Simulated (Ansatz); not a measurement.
Ansatz (a first-principles code) run on CdHOF (P1, 8 atoms in the cell): self-consistent single point.

Method: PBEsol, default PAW files made with PBE (plane waves; Ansatz).

```xyz
8
Lattice="3.5520 0.0000 0.0000 0.0000 4.8689 0.0000 -0.0082 0.0000 5.6561" Properties=species:S:1:pos:R:3 pbc="T T T"
Cd     2.6500     3.6737     4.1980
Cd     0.8938     1.2393     1.5081
H      2.6607     3.3312     1.5407
H      0.8831     0.8967     4.1154
O      0.8764     0.1049     3.5050
O      2.6674     2.5394     2.1511
F      0.8767     2.3359     5.0577
F      2.6672     4.7703     0.5984
```

Reference input (self-consistent single point, DFT, PBEsol, plane waves, default PAW files made with PBE): basis.ecutwfc = 420 eV; kpoints.mp_grid.grid = 7 5 5; hamiltonian.xc = pbesol; hamiltonian.pseudopotentials = {kind: paw} (the program's default PAW files); scf.occupations.method = fixed. This run's input differs from it in these lines:

Ansatz 0.2 input:
```diff
@@ -18,3 +18,3 @@
 kpoints:
-  mp_grid: { grid: [7, 5, 5] }
+  mp_grid: { grid: [5, 3, 3], shift: [0.5, 0.5, 0.5] }
 hamiltonian:
```

Log, with long lists cut:

```
SCF iter   1: F=—  HF=-19123.429393 eV  |F-HF|=—  |Δ(HF+E_count)|=         —  Δρ=1.40e-2  dr2=1.31e-1  ethr=1.77e-3  ⟨swp⟩=4.6  Hψ=2981  notcnv=0  defer=138
all-band conjugate gradients solve this SCF's bands
preconditioner: auto → Resta (q_TF=auto, 2.568 Å⁻¹)
SCF iter   2: F=—  HF=-19123.393935 eV  |F-HF|=—  |Δ(HF+E_count)|=   3.55e-2  Δρ=2.92e-3  dr2=3.84e-3  ethr=1.93e-4  ⟨swp⟩=2.0  Hψ=1794  notcnv=0  defer=138
   [... lines left out ...]
SCF iter   5: F=—  HF=-19123.393376 eV  |F-HF|=—  |Δ(HF+E_count)|=   2.97e-5  Δρ=1.44e-4  dr2=2.24e-5  ethr=4.59e-7  ⟨swp⟩=2.0  Hψ=1422  notcnv=0  defer=88
SCF iter   6: F=—  HF=-19123.393360 eV  |F-HF|=—  |Δ(HF+E_count)|=   1.54e-5  Δρ=6.06e-5  dr2=3.57e-6  ethr=3.29e-8  ⟨swp⟩=3.0  Hψ=1592  notcnv=0  defer=84
SCF iter   7: F=—  HF=-19123.393365 eV  |F-HF|=—  |Δ(HF+E_count)|=   4.57e-6  Δρ=1.17e-5  dr2=1.40e-7  ethr=5.26e-9  ⟨swp⟩=2.0  Hψ=1434  notcnv=0  defer=84
SCF iter   8: F=-19123.393365 eV  HF=-19123.393365 eV  |F-HF|=1.12e-8  |Δ(HF+E_count)|=   2.50e-7  Δρ=6.08e-6  dr2=2.80e-8  ethr=1.47e-10  ⟨swp⟩=10.6  Hψ=4574  notcnv=0
SCF 1 converged in 8 iterations: F = -19123.393365 eV  dr2 = 2.80e-8
Free energy (F): -19123.393365 eV
Internal energy: -19123.393365 eV  (E = F + TS)
E sigma→0 (E₀):  -19123.393365 eV
Fermi energy:    5.036455 eV
--- Forces (eV/Å), atoms counted from 1 ---
  atom   1  Cd     0.01760576     0.09373943    -0.46102874
  atom   2  Cd    -0.01709530     0.13327613     0.24390958
  atom   3  H      0.02124737    -0.16234602     0.16851427
  atom   4  H     -0.02138373    -0.16007534    -0.12492822
  atom   5  O      0.02081468    -0.07270704     0.14363856
  atom   6  O     -0.02097957    -0.01521943    -0.02730144
  atom   7  F      0.00733444     0.08215630     0.00103300
  atom   8  F     -0.00754297     0.10116416     0.05614796
--- Stress (GPa, compression-positive) ---
       -6.389346       0.004244       0.018067
        0.004244      -5.496909      -0.050831
        0.018067      -0.050831      -5.854519
  P = ⅓ Tr σ = -5.9136 GPa (-59.136 kbar)
  The stress holds the Pulay correction. Without it, at fixed plane waves, as pw.x and ABINIT print it: P = -6.5336 GPa
```

The run converged in 8 iterations. Against the reference run the free energy hardly moves (within 1 meV/atom), the pressure hardly changes (-5.92 to -5.91 GPa), the largest force stays at 0.471 eV/Å and the gap on the mesh goes from 1.644 to 2.792 eV.

The starting cell comes from a database of computed structures (which also holds hypothetical and non-ambient phases and stackings), without a prior relaxation at this level. Its lattice was rescaled by up to half a per cent. One atom was moved a little off its site on purpose. Ansatz's pressure includes its estimate of the finite-basis (Pulay) stress. Without the estimate this run gives -6.53 GPa. Another mesh or the band path of this cell gives a smaller gap, so this value is not converged in the mesh.
